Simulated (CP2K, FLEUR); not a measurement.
A FLEUR input for a self-consistent single point of Cd3Pt (I4/mmm, 4 atoms in the cell) (DFT, LDA (Perdew-Zunger), all-electron FLAPW (FLEUR), scalar-relativistic valence):

Input of the input generator:

```
Cd3Pt
&input film=f /
-2.0760000000 2.0760000000 4.3156800000
2.0760000000 -2.0760000000 4.3156800000
2.0760000000 2.0760000000 -4.3156800000
1.8897261246
1.0 1.0 1.0

4
48 0.7500000000 0.2500000000 0.5000000000
48 0.2500000000 0.7500000000 0.5000000000
48 0.5000000000 0.5000000000 0.0000000000
78 0.0000000000 0.0000000000 0.0000000000

&comp jspins=1 /
&exco xctyp='pz' /
&kpt div1=9 div2=9 div3=9 /
&end /
```

```xml
<?xml version="1.0" encoding="UTF-8" standalone="no"?>
<fleurInput fleurInputVersion="0.39">
   <comment>
      Cd3Pt                                                                                               
   </comment>
   <calculationSetup>
      <cutoffs Kmax="3.9" Gmax="15.6" GmaxXC="15.6" numbands="0"/>
      <scfLoop itmax="100" minDistance="0.00001" maxIterBroyd="15" imix="Anderson" alpha="0.05" precondParam="0.0" spinf="2.0"/>
      <coreElectrons ctail="T" frcor="F" kcrel="0" coretail_lmax="0"/>
      <xcFunctional name="pz" relativisticCorrections="F"/>
      <magnetism jspins="1"/>
      <soc l_soc="F" theta="0.0" phi="0.0" spav="F"/>
      <expertModes spex="0" secvar="F"/>
      <geometryOptimization l_f="T" forcealpha="1.0" forcemix="BFGS" epsdisp="0.00001" epsforce="0.00001"/>
      <ldaU l_linMix="F" mixParam="0.05" spinf="1.0"/>
   </calculationSetup>
   <cell>
      <bzIntegration valenceElectrons="70.0" mode="hist" fermiSmearingEnergy="0.00367493">
         <kPointListSelection listName="default-1"/>
         <!-- k-points included here -->
         <xi:include xmlns:xi="http://www.w3.org/2001/XInclude" href="kpts.xml"> </xi:include>
      </bzIntegration>
      <!-- symmetry operations included here -->
      <xi:include xmlns:xi="http://www.w3.org/2001/XInclude" href="sym.xml"> </xi:include>
      <bulkLattice scale="1.0">
         <bravaisMatrix>
            <row-1>   -3.9230714346696001     3.9230714346696001     8.1554532414137277</row-1>
            <row-2>    3.9230714346696001    -3.9230714346696001     8.1554532414137277</row-2>
            <row-3>    3.9230714346696001     3.9230714346696001    -8.1554532414137277</row-3>
         </bravaisMatrix>
      </bulkLattice>
   </cell>
   <atomSpecies>
      <species name="Cadmium (Cd)" element="Cd" atomicNumber="48">
         <mtSphere radius="2.53" gridPoints="893" logIncrement="0.015"/>
         <atomicCutoffs lmax="10" lnonsphr="8"/>
         <electronConfig flipSpins="F">
            <coreConfig>(1s1/2) (2s1/2) (2p1/2) (2p3/2) (3s1/2) (3p1/2) (3p3/2) (4s1/2) (3d3/2) (3d5/2)</coreConfig>
            <valenceConfig>(4p1/2) (4p3/2) (5s1/2) (4d3/2) (4d5/2)</valenceConfig>
         </electronConfig>
         <energyParameters s="5" p="5" d="4" f="4"/>
         <lo type="SCLO" l="1" n="4" eDeriv="0"/>
         <lo type="HELO" l="2" n="5" eDeriv="0"/>
      </species>
      <species name="Platinum (Pt)" element="Pt" atomicNumber="78">
         <mtSphere radius="2.53" gridPoints="893" logIncrement="0.015"/>
         <atomicCutoffs lmax="10" lnonsphr="8"/>
         <electronConfig flipSpins="F">
            <coreConfig>(1s1/2) (2s1/2) (2p1/2) (2p3/2) (3s1/2) (3p1/2) (3p3/2) (4s1/2) (3d3/2) (3d5/2) (4p1/2) (4p3/2) (5s1/2) (4d3/2) (4d5/2) (4f5/2) (4f7/2)</coreConfig>
            <valenceConfig>(5p1/2) (5p3/2) (6s1/2) (5d3/2) (5d5/2)</valenceConfig>
            <stateOccupation state="(6s1/2)" spinUp="0.5" spinDown="0.5"/>
            <stateOccupation state="(5d3/2)" spinUp="1.8" spinDown="1.8"/>
            <stateOccupation state="(5d5/2)" spinUp="2.7" spinDown="2.7"/>
         </electronConfig>
         <energyParameters s="6" p="6" d="5" f="5"/>
         <lo type="SCLO" l="1" n="5" eDeriv="0"/>
      </species>
   </atomSpecies>
   <atomGroups>
      <atomGroup species="Cadmium (Cd)">
         <relPos label="                   1">-1.000/4.000 1.000/4.000 1.000/2.000</relPos>
         <relPos label="                   2">1.000/4.000 -1.000/4.000 1.000/2.000</relPos>
         <force calculate="T" relaxXYZ="TTT"/>
      </atomGroup>
      <atomGroup species="Cadmium (Cd)">
         <relPos label="                   3">1.000/2.000 1.000/2.000 .0000000000</relPos>
         <force calculate="T" relaxXYZ="TTT"/>
      </atomGroup>
      <atomGroup species="Platinum (Pt)">
         <relPos label="                   4">.0000000000 .0000000000 .0000000000</relPos>
         <force calculate="T" relaxXYZ="TTT"/>
      </atomGroup>
   </atomGroups>
   <output dos="F" band="F" slice="F">
      <checks vchk="F" cdinf="F"/>
      <bandDOS minEnergy="-.5*Htr" maxEnergy="0.5*Htr" sigma="0.015" storeEVData="T"/>
      <vacuumDOS vacdos="F" integ="F" star="F" nstars="0" locx1="0.0" locy1="0.0" locx2="0.0" locy2="0.0" nstm="0" tworkf="0.0"/>
      <unfoldingBand unfoldBand="F" supercellX="1" supercellY="1" supercellZ="1"/>
      <plotting iplot="0" polar="F">
         <plot TwoD="T" vec1="  1.0  0.0  0.0" vec2="  0.0  1.0  0.0" vec3="  0.0  0.0  1.0" zero="  0.0  0.0  0.0" file="plot"/>
      </plotting>
      <chargeDensitySlicing numkpt="0" minEigenval="0.0" maxEigenval="0.0" nnne="0" pallst="F"/>
      <specialOutput eonly="F"/>
      <magneticCircularDichroism mcd="F" energyLo="-10.0" energyUp="0.0"/>
   </output>
  <!-- We include the file relax.xml here to enable relaxations (see documentation) -->
  <xi:include xmlns:xi="http://www.w3.org/2001/XInclude" href="relax.xml"> <xi:fallback/> </xi:include>
</fleurInput>
```

Q: Give the CP2K input for the same structure, mesh, smearing and functional.

A: This is the input that was run; spellings and numerical settings could be chosen otherwise.

```
&GLOBAL
  PROJECT run
  RUN_TYPE ENERGY_FORCE
  PRINT_LEVEL LOW
&END GLOBAL
&FORCE_EVAL
  METHOD Quickstep
  STRESS_TENSOR ANALYTICAL
  &DFT
    BASIS_SET_FILE_NAME BASIS_MOLOPT
    POTENTIAL_FILE_NAME GTH_POTENTIALS
    &QS
      METHOD GPW
      EPS_DEFAULT 1E-10
    &END QS
    &MGRID
      CUTOFF 500
      REL_CUTOFF 50
      NGRIDS 5
    &END MGRID
    &SCF
      SCF_GUESS ATOMIC
      EPS_SCF 1E-6
      MAX_SCF 100
      ADDED_MOS 10
      &DIAGONALIZATION
        ALGORITHM STANDARD
      &END DIAGONALIZATION
      &MIXING
        METHOD BROYDEN_MIXING
        ALPHA 0.2
        NBUFFER 8
      &END MIXING
      &SMEAR ON
        METHOD FERMI_DIRAC
        ELECTRONIC_TEMPERATURE [K] 1160.45
      &END SMEAR
    &END SCF
    &KPOINTS
      SCHEME MONKHORST-PACK 9 9 9
    &END KPOINTS
    &XC
      &XC_FUNCTIONAL PADE
      &END XC_FUNCTIONAL
    &END XC
    &PRINT
      &MO
        EIGENVALUES T
        OCCUPATION_NUMBERS T
        NDIGITS 8
        FILENAME mo
        &EACH
          QS_SCF 0
        &END EACH
        ADD_LAST NUMERIC
      &END MO
      &MULLIKEN OFF
      &END MULLIKEN
    &END PRINT
  &END DFT
  &SUBSYS
    &CELL
      ABC 5.21964000 5.21964068 5.21963991
      ALPHA_BETA_GAMMA 133.12749470 133.12748672 68.45400116
      PERIODIC XYZ
    &END CELL
    &COORD
      SCALED
      Cd       0.75000000     0.25000000     0.50000000
      Cd       0.25000000     0.75000000     0.50000000
      Cd       0.50000000     0.50000000     0.00000000
      Pt       0.00000000     0.00000000     0.00000000
    &END COORD
    &KIND Cd
      BASIS_SET DZVP-MOLOPT-SR-GTH
      POTENTIAL GTH-PADE-q12
    &END KIND
    &KIND Pt
      BASIS_SET DZVP-MOLOPT-SR-GTH
      POTENTIAL GTH-PADE-q18
    &END KIND
  &END SUBSYS
  &PRINT
    &FORCES ON
    &END FORCES
    &STRESS_TENSOR ON
    &END STRESS_TENSOR
  &END PRINT
&END FORCE_EVAL
```

Basis, cutoffs, solver keys and any potentials are the target program's own. This input uses DFT LDA (Pade form), GPW, DZVP-MOLOPT-SR-GTH basis, GTH-PADE potentials (GTH_POTENTIALS). LDA parametrisations can differ slightly between programs.

The starting cell comes from a database of computed structures (which also holds hypothetical and non-ambient phases and stackings), without a prior relaxation at this level.
